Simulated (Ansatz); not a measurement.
## Response to strain in Ge2Sb2Te5

The parent structure is Ge$_{2}$Sb$_{2}$Te$_{5}$ (space group P-3m1, No. 164).

```
CELL_PARAMETERS angstrom
      4.29328     0.00000     0.00000
     -2.14664     3.71809     0.00000
      0.00000     0.00000    17.63419
ATOMIC_POSITIONS crystal
  Te 0.00000 0.00000 0.00000
  Ge 0.66667 0.33333 0.09824
  Ge 0.33333 0.66667 0.90176
  Te 0.33333 0.66667 0.19409
  Te 0.66667 0.33333 0.80591
  Sb 0.00000 0.00000 0.30944
  Sb 0.00000 0.00000 0.69056
  Te 0.66667 0.33333 0.40641
  Te 0.33333 0.66667 0.59359
```

Cartesian axes are those of the cell as printed.

Strains are applied to the cell and any free atomic positions relax; under biaxial strain the out-of-plane vector relaxes too.

The values are results of Kohn–Sham DFT with the PBE functional, run in Ansatz (a quantum-chemistry and plane-wave program) with PAW and 420 eV plane waves, spin-orbit coupling left out, not measurements.

Computed cases, in order: biaxial strain −2.97 %, plane normal [001], relaxed out of plane; the unstrained base; biaxial strain +0.66 %, plane normal [001], relaxed out of plane; biaxial strain +2.62 %, plane normal [001], relaxed out of plane.

### Question
Between which two neighbouring cases does the gap turn between direct and indirect?

### Answer
Between biaxial strain +0.66 %, plane normal [001], relaxed out of plane (0.51 eV, indirect, Γ → K–Γ (87 % along)) and biaxial strain +2.62 %, plane normal [001], relaxed out of plane (0.40 eV, direct at Γ). The whole series: biaxial strain −2.97 %, plane normal [001], relaxed out of plane: 0.34 eV, indirect, Γ → M; the unstrained base: 0.53 eV, indirect, Γ → K–Γ (88 % along); biaxial strain +0.66 %, plane normal [001], relaxed out of plane: 0.51 eV, indirect, Γ → K–Γ (87 % along); biaxial strain +2.62 %, plane normal [001], relaxed out of plane: 0.40 eV, direct at Γ.

With Sb and Te present, leaving out spin-orbit coupling can change the band edges. Stability against distortions was not tested.
